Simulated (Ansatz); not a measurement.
The starting structures come from a database of crystals and need not be the phases stable at ambient conditions.

By PBEsol, the system below comes out a metal.

Consider the following.

```xyz
10
Lattice="6.3152 0.0000 0.0000 2.6241 5.7545 0.0000 -1.2911 -0.8359 3.7528" Properties=species:S:1:pos:R:3 pbc="T T T"
Al     3.8241     2.4593     1.8764
Al     2.7107     0.1592     3.1717
Al     4.9375     4.7595     0.5811
Al    -0.1370     0.8568     2.3386
Al     7.7852     4.0618     1.4142
Cu     0.0000     0.0000     0.0000
Cu     5.7353     3.5490     2.7759
Cu     1.9129     1.3697     0.9768
Cu     1.7408     2.4454     3.3435
Cu     5.9074     2.4732     0.4092
```

The cell is taken as given.

The current flows along the normal of the first two printed cell vectors. No spin-orbit coupling; the value is a mean over 0.1 eV about the Fermi level.

Estimate the ballistic conductance per area that PBEsol (Ansatz, a program for electronic structure) returns for this system.

0.63 × 10¹⁵ S/m² for both spins.
